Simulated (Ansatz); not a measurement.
Start from MoS2 in the 3R-MoS2 type structure (space group R3m, No. 160; layered, stacked along the Cartesian z axis).

```xyz
3
Lattice="1.5877 0.9167 6.1953 -1.5877 0.9167 6.1953 0.0000 -1.8333 6.1953" Properties=species:S:1:pos:R:3 pbc="T T T"
Mo     0.0000     0.0000     0.0001
S      0.0000     0.0000    13.9450
S      0.0000     0.0000    10.8357
```

Cartesian axes are those of the cell as printed.

Structures relaxed with Ansatz (a program for electronic structure), r2SCAN+rVV10, PAW, cutoff 500 eV, without spin-orbit coupling, earlier PAW set.

Base:

Simulated powder pattern, Cu Kα1, λ = 1.54056 Å (kinematic, ideal powder, no thermal factors, no anomalous dispersion; the 10 strongest lines at most, above 2 %, up to 2θ = 90°):

| 2θ (°) | I/Imax (%) | hkl |
|---|---|---|
| 14.28 | 100 | (003) |
| 32.90 | 30 | (101) |
| 33.97 | 28 | (012) |
| 37.99 | 38 | (104) |
| 40.78 | 40 | (015) |
| 47.56 | 25 | (107) |
| 51.45 | 15 | (018) |
| 58.05 | 19 | (110) |
| 60.11 | 13 | (113) |
| 88.02 | 13 | (1 1 12) |

Perturbation: biaxial strain −1.86 %, plane normal [001], relaxed out of plane (Cartesian); in-plane vectors clamped, the third vector and the atoms free.

### Question
Predict the new powder pattern.

### Answer

Simulated powder pattern, Cu Kα1, λ = 1.54056 Å (kinematic, ideal powder, no thermal factors, no anomalous dispersion; the 10 strongest lines at most, above 2 %, up to 2θ = 90°):

| 2θ (°) | I/Imax (%) | hkl |
|---|---|---|
| 14.13 | 100 | (003) |
| 33.52 | 27 | (101) |
| 34.55 | 26 | (012) |
| 38.43 | 36 | (104) |
| 41.14 | 39 | (015) |
| 47.74 | 24 | (107) |
| 51.53 | 14 | (018) |
| 59.25 | 18 | (110) |
| 61.25 | 12 | (113) |
| 88.43 | 12 | (1 1 12) |

The indices refer to the base's conventional cell; one index is shown for lines that coincide.

No phonon test of stability was made.
